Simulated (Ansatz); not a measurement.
**What H interstitial (started 1.58 Å from the nearest host atom), symmetric start does to Mo**

The reference is an 8-atom supercell of Mo in the bcc (W type) structure (space group Im-3m, No. 229; a = 3.151 Å) at its relaxed geometry.

Perturbation: one H atom is added in an open site, starting 1.58 Å from the nearest host atom, atoms relaxed at fixed cell.

The values are results of r2SCAN (Ansatz, a first-principles code, PAW, scalar-relativistic without spin-orbit coupling), not measurements. k-mesh 8×8×8 (Γ-centred); smearing 0.05 eV (Fermi–Dirac).

The pressure goes up by 6.9 GPa to 6.7 GPa and the largest displacement of a host atom from its site in the perfect cell is 0.13 Å. The final site of the added atom is 6 Mo at 1.71–2.21 Å (octahedral).

Final structure:

```
Mo8H
1.0
   -3.15061     3.15061     3.15061
    3.15061    -3.15061     3.15061
    3.15061     3.15061    -3.15061
Mo H
8 1
Direct
  0.00000   0.97861   0.97861
  0.00000   0.00173   0.49827
  0.00000   0.49827   0.00173
  0.00000   0.52139   0.52139
  0.50347   0.00173   0.00173
  0.50000   0.00000   0.50000
  0.50000   0.50000   0.00000
  0.49653   0.49827   0.49827
  0.00000   0.25000   0.25000
```

The cell is small, so the values are those of an ordered compound at a high defect concentration; dilute-limit values will differ. The defect started on the symmetric site and kept its symmetry, so it may sit on a saddle. All final runs are without spin polarisation. The defect cell is not spin-polarised.
